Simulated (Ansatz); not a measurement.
Functionals compared on OH on the 1x1 (10-10) surface of wurtzite ZnO (cut with top plane O + Zn), one in a 2x1 cell, started at the site 'top Zn', in Ansatz (plane waves, PAW). The structure was relaxed with PBE; the other rows are single points on it, each with its references at the same level. Cutoff 420 eV (500 eV for r2SCAN). The points keep PBE's geometry, so the relaxation of a polaron and the settling of charge on one site are left out.

Host crystal: wurtzite ZnO, with a band gap (PBE, scalar-relativistic without spin-orbit coupling).

Model: 34-atom slab, 9.4 Å thick at the start under the adsorbate (thin: gaps and levels are the slab's own), 3x4x1 mesh, Fermi-Dirac 0.01 eV, dipole correction, 16 atoms held, the rest relaxed; no symmetry held; spin-polarised, ending with about 0.7 μB a cell, a value that depends on the mesh; orders that need a larger cell were not tried, no spin-orbit, no U, no dispersion correction. The slab shows no gap over 0.04 eV on its mesh. At the end it is bonded to 2 Zn. In PBE it is, or lies within 0.03 eV of, the lowest of the starts that converged. These notes are the PBE run's. r2SCAN: The program's check for a lower electronic state was not made. Adsorption energies are against H2O(g) − ½ H2(g). A negative adsorption energy means that the adsorbate is more stable on the surface than in its reference.

```csv
functional,adsorption energy (eV),work function of the top face (eV),rough cost of the single point
PBE,1.38,5.99,–
RPBE,1.45,5.86,very roughly 4 core-minutes
r2SCAN,1.35,6.16,around 19 core-minutes (rough)
```

Ansatz is a quantum-chemistry and plane-wave program.
